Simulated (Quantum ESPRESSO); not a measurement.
# σxx against uniaxial strain in CsCl-type PdIn (space group 221): C11 (Quantum ESPRESSO, LDA)

```
CELL_PARAMETERS angstrom
      3.16538     0.00000     0.00000
      0.00000     3.21359     0.00000
      0.00000     0.00000     3.21359
ATOMIC_POSITIONS crystal
  In 0.50000 0.50000 0.50000
  Pd 0.00000 0.00000 0.00000
```

Computed with LDA (PZ), GBRV 1.5 ultrasoft (LDA) pseudopotentials (plane waves; Quantum ESPRESSO). Settings: ecutwfc = 52 Ry; ecutrho = 416 Ry; occupations = smearing; smearing = fd; degauss = 0.0036749 Ry; potentials = {In: in_lda_v1.4.uspp.F.UPF, Pd: pd_lda_v1.4.uspp.F.UPF}; K_POINTS = automatic 20 20 20 0 0 0; conv_thr = 1e-10 Ry; mixing_beta = 0.3. The cell above is the first row's. The rows stretch one cube axis (x) by the strain ε and hold the other two. Stress is positive in tension. In all rows fractional positions and the k mesh are held.

| ε (%) | σxx (GPa) |
|---|---|
| -1.5 | -2.61 |
| -1.0 | -1.66 |
| -0.5 | -0.73 |
| 0.0 | 0.17 |
| 0.5 | 1.04 |
| 1.0 | 1.85 |
| 1.5 | 2.64 |
| 2.0 | ? |

Using a parabola, estimate the missing σxx at ε = 2.0 from the other rows, showing the fit.

Least squares gives σxx = 0.170 + 1.7529·ε - 0.0695·ε². Residuals (row less fit): 0.006, -0.008, -0.006, 0.000, 0.011, -0.003, -0.003; standard error 0.008 (degrees of freedom: 4). The slope at ε = 0, 1.7529 GPa per cent, gives C11 ≈ 100 × 1.7529 = 175 GPa, for the static lattice. At the withheld row, σxx = 0.170 + 1.7529 × 2.0 - 0.0695 × 2.0² = 3.398 GPa. The calculation gives 3.41 GPa, 0.012 GPa above the prediction (0.2 % of the range of σxx in the table). The row lies outside the fitted rows, so this is an extrapolation. From the scatter of the fitted rows alone, a prediction at this place has a standard error of 0.015 GPa, so the miss is 0.8 times that.

Carrying the step between the two nearest rows on in a straight line would have given 3.43, off by 0.02; series whose last step already gives the withheld value aren't shown. The reference cell has the volume at which an earlier scan in this program and functional put its minimum by a fit. The runs keep the symmetry of the cell, so they don't test it for distortions. The unstrained cell stands at a pressure of -0.17 GPa, and the constants belong to that pressure. By symmetry this strain leaves no force on the atoms; the largest in the rows is 0.000 eV/Å. Spin polarisation is off. Without a gap such slopes are sensitive to mesh and smearing. Cutoffs and mesh are single choices, not tested for convergence of this quantity. Series with a scatter that would blur these digits, or in which a gap closes, are not shown. Strain series were run only where this level's volume lies within 10 % of a first guess from the measured size.
